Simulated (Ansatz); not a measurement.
# Hypothetical I4/mmm Ge: pressure series

The parent structure is Ge (space group I4/mmm, No. 139; a = 7.0514 Å, c = 4.0729 Å; a hypothetical phase, not in the database extracts checked).

Cell and atoms are relaxed at each pressure.

Method: Ansatz (a program for electronic structure) PBE, scalar-relativistic without spin-orbit coupling.

| pressure (GPa) | volume per atom (Å³/atom) |
|---|---|
| -2 | 26.367 |
| -1 | 25.807 |
| 0 | 25.314 |
| 0.3 | 25.174 |
| 0.7 | ? |
| 1.5 | 24.659 |
| 3 | 24.090 |
| 5 | 23.430 |
| 7.5 | 22.725 |

Task: Fit the third-order Birch–Murnaghan form P(V) = (3B₀/2)[(V₀/V)^(7/3) − (V₀/V)^(5/3)]·[1 + (3/4)(B₀′ − 4)((V₀/V)^(2/3) − 1)] (squares taken in P) to the rows shown and predict the withheld row.

Result: Least squares on the printed values gives V₀ = 25.313 Å³/atom, B₀ = 53.9 GPa, B₀′ = 4.7; this predicts 24.996 Å³/atom, and the run gives 24.996 Å³/atom, in agreement.

A case with no gap was solved on a k-mesh chosen for an insulator, which is coarse for it. Load acts through the strain it causes; cell and atoms are relaxed under it. Stability against distortions was not tested. No other phases were tried under pressure.
